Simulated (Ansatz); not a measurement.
The starting structures come from a database of crystals and need not be the phases stable at ambient conditions.

Tunnelling through a barrier is set by its complex band structure: the current falls as exp(−2κd) with the smallest κ.

Here is the system:

```xyz
16
Lattice="6.7237 0.0000 0.0000 3.0196 6.5790 0.0000 3.3618 0.0000 4.4454" Properties=species:S:1:pos:R:3 pbc="T T T"
Na     5.6266     4.9342     1.4837
Na     7.4786     1.6447     2.9617
Ge     4.1167     1.6447     1.6531
Ge     8.9884     4.9342     2.7923
Sb     1.5098     3.2895     0.0000
Sb     0.0000     0.0000     0.0000
O      5.6266     4.9342     3.7418
O      7.4786     1.6447     0.7036
O      5.2652     2.5294     2.6457
O      7.8400     4.0496     1.7997
O      2.9683     0.7601     2.6457
O     10.1368     5.8189     1.7997
O      9.7573     3.8007     3.8877
O      3.3478     2.7783     0.5577
O      8.2195     6.0678     3.8877
O      4.8857     0.5112     0.5577
```

Space group of this cell: C2/c. The cell is taken as given; by PBEsol its mean pressure is 2.6 GPa.

Transport runs along the normal of the first two printed cell vectors.

The gap is the functional's own, uncorrected, and κ follows it; spin-orbit coupling is left out. Mid-gap values are interpolated between the computed energies.

### Question
Estimate the band gap and the smallest decay constant κ at mid-gap that Ansatz (an electronic-structure program) with PBEsol returns for this system.

### Answer
Gap 2.36 eV on a 8×6×8 mesh; κ = 0.273 1/Å, at the zone centre.
